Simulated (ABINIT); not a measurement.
Band structure of CdS (F-43m, 2 atoms in the cell).

```
CdS
1.0
    0.00000     2.94295     2.94295
    2.94295     0.00000     2.94295
    2.94295     2.94295     0.00000
Cd S
1 1
Direct
  0.00000   0.00000   0.00000
  0.25000   0.25000   0.25000
```

Method: PBE, PAW (JTH v2.0 PBE PAW) (plane waves; ABINIT).

Settings: pseudos = [Cd.GGA_PBE-JTH.xml, S.GGA_PBE-JTH.xml]; ecut = 21 Ha; pawecutdg = 42 Ha; pawxcdev = 0; occopt = 1; ngkpt = 5 5 5; nshiftk = 1; shiftk = 0 0 0; potentials = JTH v2.0 PBE PAW; kptopt = 1; nstep = 100; tolvrs1 = 1e-10; diemac = 9.

The starting cell comes from a database of computed structures (which also holds hypothetical and non-ambient phases and stackings), without a prior relaxation at this level.

Predict the gap along the standard path and the places of the band edges.

The gap along the path is 1.06 eV, direct at Γ to within 0.01 eV.

Levels in eV from the top of the valence band on the SCF mesh, bands 6 to 13:
```csv
point,6,7,8,9,10,11,12,13
Γ,-7.20,0.00,0.00,0.00,1.06,6.52,6.52,6.52
X,-6.78,-3.84,-1.79,-1.79,3.59,4.31,9.07,10.59
W,-6.61,-3.78,-2.15,-2.10,5.29,5.43,7.16,8.04
K,-6.66,-3.81,-2.42,-1.46,4.23,5.37,8.41,8.94
L,-6.84,-4.25,-0.72,-0.72,2.95,6.98,6.98,7.37
U,-6.66,-3.81,-2.42,-1.46,4.23,5.37,8.41,8.94
```
